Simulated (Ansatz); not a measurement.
HfN: element substitutions

Consider HfN in the rock salt structure (space group Fm-3m, No. 225).

```yaml
crystal:
  lattice:
    - [0.00000, 2.27401, 2.27401]
    - [2.27401, 0.00000, 2.27401]
    - [2.27401, 2.27401, 0.00000]
  atoms:
    - { symbol: N, position: [0.00000, 0.00000, 0.00000] }
    - { symbol: Hf, position: [0.50000, 0.50000, 0.50000] }
```

Each row replaces one element on all its sites; cell and atoms are relaxed.

Levels (all Ansatz, a first-principles code, PAW, earlier PAW set): PBE (420 eV, no SOC); r2SCAN (500 eV, scalar-relativistic without spin-orbit coupling).

The base cell above is that of PBE; each level relaxes its own structures.

| case | shortest interatomic distance, PBE | shortest interatomic distance, r2SCAN |
|---|---|---|
| N → C | 2.326 Å | 2.320 Å |
| Hf → Ta | 2.208 Å | 2.198 Å |
| N → Cl | 2.633 Å | 2.604 Å |

PBE lies above r2SCAN in every row, by 0.005 Å to 0.029 Å. They put the cases in the same order.

No phonon test of stability was made. As relaxed here, HfCl is a hypothetical phase, not in the database extracts checked. The final runs are not spin-polarised. An odd electron count without spin: HfN and HfCl. This is not the structure that TaN has at room temperature and ambient pressure.
